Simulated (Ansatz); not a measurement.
The starting structures come from a database of crystals and need not be the phases stable at ambient conditions.

 Where the default PAW files enter, the runs use the earlier of Ansatz's two default sets.

The decay constant κ of evanescent states in the gap governs leakage through a thin film.

Consider the following.

```
CELL_PARAMETERS angstrom
      5.28604     0.00000     0.00000
     -2.64302     4.57784     0.00000
      0.00000     0.00000     8.62942
ATOMIC_POSITIONS crystal
  Al 0.33333 0.66667 0.06195
  Al 0.66667 0.33333 0.56195
  P  0.66667 0.33333 0.93699
  P  0.33333 0.66667 0.43699
  O  0.48927 0.51073 0.49543
  O  0.97854 0.48927 0.99543
  O  0.48927 0.97854 0.49543
  O  0.51073 0.48927 0.99543
  O  0.02146 0.51073 0.49543
  O  0.51073 0.02146 0.99543
  O  0.33333 0.66667 0.26155
  O  0.66667 0.33333 0.76155
```

Space group of this cell: P6_3mc. The cell is taken as given; by PBEsol its mean pressure is 2.7 GPa.

Transport runs along the normal of the first two printed cell vectors, the (001) plane of the conventional cell.

No gap correction and no spin-orbit coupling; mid-gap values are interpolated between computed energies.

Problem. Compute, with PBEsol (Ansatz, a first-principles code), the band gap and the smallest decay constant κ at mid-gap.

Solution. Gap 5.52 eV on a 12×12×4 mesh; κ = 0.508 1/Å, at the zone centre.
